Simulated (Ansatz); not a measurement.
The starting structures come from a database of crystals and need not be the phases stable at ambient conditions.

Tunnelling through a barrier is set by its complex band structure: the current falls as exp(−2κd) with the smallest κ.

Input:

```
CELL_PARAMETERS angstrom
      4.32229     0.00000     0.00000
      0.00000     4.50427     0.00000
      2.16114     0.00000     5.69133
ATOMIC_POSITIONS crystal
  Cs 0.86163 0.73669 0.27674
  Cs 0.13837 0.23669 0.72326
  H  0.53301 0.60760 0.93398
  H  0.46699 0.10760 0.06602
  O  0.59166 0.76542 0.81668
  O  0.40834 0.26542 0.18332
```

Space group of this cell: Cmc2_1. The cell is taken as given.

Transport runs along the normal of the first two printed cell vectors.

The gap is the functional's own. No spin-orbit coupling. Mid-gap values are interpolated on the energy grid.

Problem. State the band gap and the smallest decay constant κ at mid-gap according to r2SCAN (Ansatz, a quantum-chemistry and plane-wave program).

Solution. Gap 4.49 eV on a 8×8×8 mesh; κ = 0.376 1/Å, at the zone centre.
